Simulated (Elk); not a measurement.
Input and output of a self-consistent single point for In3Ge (P6_3/mmc, 8 atoms in the cell) (Elk).

Level of theory: PBEsol, spin-orbit coupling in second variation, all-electron FP-LAPW, Elk's shipped species files, default APW+lo basis (Elk 10.2.4).

```
CELL_PARAMETERS angstrom
      6.56542     0.00000     0.00000
     -3.28271     5.68582     0.00000
      0.00000     0.00000     5.21578
ATOMIC_POSITIONS crystal
  In 0.34274 0.17137 0.75000
  In 0.65726 0.82863 0.25000
  In 0.17137 0.34274 0.25000
  In 0.82863 0.65726 0.75000
  In 0.82863 0.17137 0.75000
  In 0.17137 0.82863 0.25000
  Ge 0.66667 0.33333 0.25000
  Ge 0.33333 0.66667 0.75000
```

Reference input (self-consistent single point, DFT, PBEsol, all-electron FP-LAPW, Elk's shipped species files, default APW+lo basis): xctype = 22; rgkmax = 7; stype = 0; swidth = 0.00734986 Ha; ngridk = 3 3 4. This run's input differs from it in these lines:

```diff
@@ -6,4 +6,13 @@
 
+spinorb
+  .true.
+
 rgkmax
   7.0
+
+lmaxi
+  3
+
+nempty
+  10
```

Log, with long lists cut:

```
│ Self-consistent loop started │
│ Loop number : 1 │
 total energy                :     -39486.8538634
 total moment                :  -0.1817925238E-19 -0.1175169949E-20  0.1717092587E-14
│ Loop number : 2 │
 total energy                :     -39487.1331169
 total moment                :   0.2501606398E-20 -0.4301723522E-20  0.1902337458E-12
RMS change in Kohn-Sham potential (target) :   0.6444451018E-01 (  0.1000000000E-05)
Absolute change in total energy (target)   :   0.2792534943     (  0.1000000000E-03)
│ Loop number : 3 │
 total energy                :     -39487.1248091
   [... lines left out ...]
 total energy                :     -39479.0552224
 total moment                :  -0.1850034104E-19  0.2934714361E-20  0.1135861082E-10
RMS change in Kohn-Sham potential (target) :   0.5368964246E-07 (  0.1000000000E-05)
Absolute change in total energy (target)   :   0.1715695980E-03 (  0.1000000000E-03)
│ Loop number : 15 │
 total energy                :     -39479.0552403
 total moment                :  -0.2774089646E-20  0.3637159938E-20  0.1135788044E-10
RMS change in Kohn-Sham potential (target) :   0.2413301898E-07 (  0.1000000000E-05)
Absolute change in total energy (target)   :   0.2497022069E-04 (  0.1000000000E-03)
Convergence targets achieved

│ Loop number : 16 │

Energies :
 Fermi                       :     0.219158746101
 xc effective B-field        :    -0.218996354596E-09
 external B-field            :      0.00000000000
 total energy                :     -39479.0552408
 (external B-field energy excluded from total)

Density of states at Fermi energy :    198.3610687
 (states/Hartree/unit cell)

Estimated indirect band gap :   0.3469433869E-02
 from k-point      7 to k-point      6
Estimated direct band gap   :   0.3469441762E-02
 at k-point      6

Charges :
 core                        :    216.0000000
 valence                     :    142.0000000
 interstitial                :    13.56175038
 muffin-tins (core leakage)
  species :    1 (In)
   atom    1                 :    47.30510486     (  0.1309172306E-03)
   [... lines left out ...]
  species :    2 (Ge)
   atom    1                 :    0.000000000       0.000000000       0.000000000
   atom    2                 :    0.000000000       0.000000000       0.000000000
 total in muffin-tins        :    0.000000000       0.000000000     -0.4235164736E-21
 total moment                :  -0.2018385312E-19 -0.5561792256E-20  0.1135682397E-10

│ Self-consistent loop stopped │
```

The run converged in 16 iterations. The count includes the last loop, which Elk runs after its targets are met. 

The starting cell comes from a database of computed structures (which also holds hypothetical and non-ambient phases and stackings), without a prior relaxation at this level. Its lattice was rescaled by a random factor within 2.5 % of one. Values depend on the basis (sphere radii, cutoffs, local orbitals), which need not be converged. The log's line on a gap gives a spacing of levels on this mesh, which the program prints for metals too.

Cost on one core of a shared machine: roughly 3 min.
